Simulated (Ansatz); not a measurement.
# Effect of pressure 7.5 GPa on NaI

Base system: NaI in the rock salt structure (space group Fm-3m, No. 225; a = 6.528 Å).

Now apply this change: a hydrostatic pressure of 7.5 GPa.

Method: PBE (Ansatz, a first-principles code, PAW, scalar-relativistic without spin-orbit coupling). Settings: 9×9×9 k-points, 0.05 eV Fermi–Dirac smearing.

```csv
quantity,base,changed,shift
lattice parameter a,12.336 bohr,11.294 bohr,-1.0426 bohr
shortest interatomic distance,6.168 bohr,5.647 bohr,-0.521 bohr
enthalpy H = E + PV relative to the base's energy,–,+1.40 eV/atom,–
band gap,3.58 eV,4.44 eV,+0.86 eV
gap character,direct at Γ,direct at Γ,–
width of the top valence band,0.89 eV,1.43 eV,+0.546 eV
electron mass,0.27 mₑ (at Γ),0.24 mₑ (at Γ),–
"hole mass (degenerate bands, along [100])","0.39, 1.7, 1.7 mₑ (at Γ)","0.31, 1.2, 1.2 mₑ (at Γ)",–
"valley order (the lowest conduction-band minima on the path, energy above the VBM, named in the base's zone)",Γ 3.58 eV; X along ⟨100⟩ 4.48 eV; L along ⟨111⟩ 5.09 eV,Γ 4.44 eV; X along ⟨100⟩ 4.64 eV; L along ⟨111⟩ 5.12 eV,–
```

Final structure:

```
NaI
1.0
    0.00000     2.98818     2.98818
    2.98818     0.00000     2.98818
    2.98818     2.98818     0.00000
Na I
1 1
Direct
  0.00000   0.00000   0.00000
  0.50000   0.50000   0.50000
```

Spin-orbit coupling, missing from the scalar runs, can matter with I. Load acts through the strain it causes; cell and atoms are relaxed under it. Effective masses come from finite differences of ±0.01 Å⁻¹. No phonon test of stability was made. Competing high-pressure phases were not computed.
